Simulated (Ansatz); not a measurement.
We consider zinc-blende BeS, described by PBE-D3(BJ) (Ansatz, a quantum-chemistry and plane-wave program, PAW).

Run with plane-wave cutoff 520 eV, 12×12×12 k mesh, Fermi–Dirac smearing 0.01 eV, scalar-relativistic PAW data made under PBE.

Equation-of-state points:

| V (Å³/atom) | E − E_lowest (meV/atom) | P (GPa) |
|---|---|---|
| 13.123 | 17.34 | 6.96 |
| 13.402 | 7.47 | 4.42 |
| 13.681 | 1.81 | 2.11 |
| 13.961 | 0.00 | 0.01 |
| 14.240 | 1.67 | -1.90 |
| 14.519 | 6.52 | -3.63 |
| 14.798 | 14.25 | -5.21 |

Question: Estimate the bulk modulus from the pressures at 13.681 and 14.240 Å³/atom, and compare it with a fit to all energies.

Answer: B = −V dP/dV. Between V = 13.681 and 14.240 Å³/atom, dP/dV = (-1.90 − (2.11))/(14.240 − 13.681) = -7.17 GPa per Å³/atom; at the midpoint 13.960 Å³/atom this gives B ≈ 100 GPa. The third-order Birch–Murnaghan fit gives V0 = 13.962 Å³/atom, B0 = 100.0 GPa, B′ = 3.8, which lies within 1 % of that estimate.

Measured, for comparison: bulk modulus 105 GPa (room temperature, no zero-point or thermal correction; as tabulated in Narayana, Nesamony, Ruoff, Phys. Rev. B 56, no. 22 (1997)); equilibrium volume per atom 14.44 Å³/atom (room temperature, no zero-point or thermal correction; as tabulated in Narayana, Nesamony, Ruoff (BeS at high pressure; core.ac.uk copy)). Computed (rounded) less measured: bulk modulus -5 %, equilibrium volume per atom -3.3 %.

The computed numbers hold no vibrational or temperature effects.
